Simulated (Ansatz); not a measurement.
Take FeAs in the CsCl type structure (space group Pm-3m, No. 221; a = 2.905 Å; ferromagnetic; a hypothetical phase, not in the database extracts checked; relaxed with 0.1 eV smearing) as the base. Axes: x, y, z lie along the cube axes.

Structures relaxed with PBEsol (Ansatz, a program for electronic structure, PAW, spin-orbit coupling left out).

Base:

Simulated powder pattern, Cu Kα1, λ = 1.54056 Å (kinematic, ideal powder, no thermal factors, no anomalous dispersion; the 14 strongest lines at most, above 2 %, up to 2θ = 90°):

| 2θ (°) | I/Imax (%) | hkl |
|---|---|---|
| 30.76 | 2.4 | (100) |
| 44.05 | 100 | (110) |
| 64.06 | 16 | (200) |
| 81.02 | 31 | (211) |

It is then changed as follows: the cell is stretched by 5.34 % along x with no lateral relaxation; the atoms relax in the strained cell.

After the change:

Simulated powder pattern, Cu Kα1, λ = 1.54056 Å (kinematic, ideal powder, no thermal factors, no anomalous dispersion; the 14 strongest lines at most, above 2 %, up to 2θ = 90°):

| 2θ (°) | d (Å) | I/Imax (%) | hkl |
|---|---|---|---|
| 30.76 | 2.905 | 2.2 | (010) |
| 42.90 | 2.107 | 100 | (110) |
| 44.05 | 2.054 | 46 | (011) |
| 60.46 | 1.530 | 8.6 | (200) |
| 64.06 | 1.452 | 14 | (020) |
| 77.78 | 1.227 | 16 | (211) |
| 80.21 | 1.196 | 29 | (121) |

The indices refer to the base's conventional cell; one index is shown for lines that coincide. The space group is now P4/mmm (No. 123).

Other magnetic orders, which the real material may have, were not ruled out. Whether these cells are dynamically stable was not tested.
